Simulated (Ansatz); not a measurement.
Given:

End structure of Br on the 1x1 (0001) surface of hcp Ru, one in a 2x2 cell, started at the site 'bridge Ru-Ru (span 2.7 Å)':

```yaml
crystal:
  lattice:
    - [5.44280, 0.00000, 0.00000]
    - [-2.72140, 4.71360, 0.00000]
    - [0.00000, 0.00000, 25.50000]
  atoms:
    - { symbol: Ru, position: [0.33333, 0.16667, 0.37633] }
    - { symbol: Ru, position: [0.33333, 0.66667, 0.37633] }
    - { symbol: Ru, position: [0.83333, 0.16667, 0.37633] }
    - { symbol: Ru, position: [0.83333, 0.66667, 0.37633] }
    - { symbol: Ru, position: [0.16667, 0.33333, 0.45766] }
    - { symbol: Ru, position: [0.16667, 0.83333, 0.45766] }
    - { symbol: Ru, position: [0.66667, 0.33333, 0.45766] }
    - { symbol: Ru, position: [0.66667, 0.83333, 0.45766] }
    - { symbol: Ru, position: [0.33478, 0.16739, 0.54236] }
    - { symbol: Ru, position: [0.33328, 0.66664, 0.54301] }
    - { symbol: Ru, position: [0.83264, 0.16748, 0.54237] }
    - { symbol: Ru, position: [0.83264, 0.66516, 0.54237] }
    - { symbol: Ru, position: [0.16552, 0.33116, 0.62363] }
    - { symbol: Ru, position: [0.16552, 0.83436, 0.62363] }
    - { symbol: Ru, position: [0.66670, 0.33335, 0.62305] }
    - { symbol: Ru, position: [0.66887, 0.83443, 0.62361] }
    - { symbol: Br, position: [0.99999, 0.99999, 0.70601] }
```

Model: 17-atom slab, 6.3 Å thick at the start under the adsorbate (thin: gaps and levels are the slab's own), 6x6x1 mesh, Fermi-Dirac 0.1 eV, dipole correction, 8 atoms held, the rest relaxed; start symmetry kept, larger cells not searched; no spin, no spin-orbit, no U, no dispersion correction. At the end it is bonded to 3 Ru. In PBE it is, or lies within 0.03 eV of, the lowest of the starts that converged.

A negative adsorption energy means that the adsorbate is more stable on the surface than in its reference.

Q: Give the change of the step from the bottom to the top vacuum level, against the clean slab at the level PBE (Ansatz, a quantum-chemistry and plane-wave program).

A: -0.43 eV

Q: Give the work function of the top face at the level PBE.

A: 4.51 eV

Q: What is the computed change of the work function (PBE)?

A: -0.49 eV

Q: What adsorption energy against ½ Br2(g) does PBE give?

A: -2.25 eV
